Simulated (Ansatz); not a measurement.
Results of PBEsol-D3(BJ) (PAW; Ansatz, an electronic-structure program) for A-type hexagonal Ce2O3.

Settings: plane-wave cutoff 520 eV, 12×12×6 k mesh (along the axes of the cell as run), Fermi–Dirac smearing 0.01 eV, spin-polarised start, scalar-relativistic PAW data made under PBE.

Results at a series of volumes:

```json
[
 {"V (Å³/atom)": "13.838", "E − E_lowest (meV/atom)": "10.58", "P (GPa)": "6.09"},
 {"V (Å³/atom)": "14.127", "E − E_lowest (meV/atom)": "2.56", "P (GPa)": "2.89"},
 {"V (Å³/atom)": "14.415", "E − E_lowest (meV/atom)": "0.00", "P (GPa)": "0.01"},
 {"V (Å³/atom)": "14.703", "E − E_lowest (meV/atom)": "2.36", "P (GPa)": "-2.59"},
 {"V (Å³/atom)": "14.992", "E − E_lowest (meV/atom)": "9.16", "P (GPa)": "-4.94"}
]
```

Q: Estimate the bulk modulus from the pressures at 14.127 and 14.703 Å³/atom, and compare it with a fit to all energies.

A: B = −V dP/dV. Between V = 14.127 and 14.703 Å³/atom, dP/dV = (-2.59 − (2.89))/(14.703 − 14.127) = -9.51 GPa per Å³/atom; at the midpoint 14.415 Å³/atom this gives B ≈ 137 GPa. The third-order Birch–Murnaghan fit gives V0 = 14.416 Å³/atom, B0 = 137 GPa, B′ = 4.2, which lies within 1 % of that estimate.

Shape and atoms are relaxed at each volume.

Note: the magnetic order was assumed, not searched for or taken from measurement; the gap of the solid is closed in this run; the relaxation could not lower the start's symmetry, so the cell can be a saddle point above a distorted one; the 4f shell is treated without U or exact exchange, so its levels and filling can be wrong; this level leaves the solid without a gap, although one is measured; the bulk modulus comes from volumes at which shape and atoms were relaxed.

Spin–orbit coupling is not included; it can open a gap where bands touch, and shift volumes and moduli.

Static lattice: no zero-point or thermal effects.
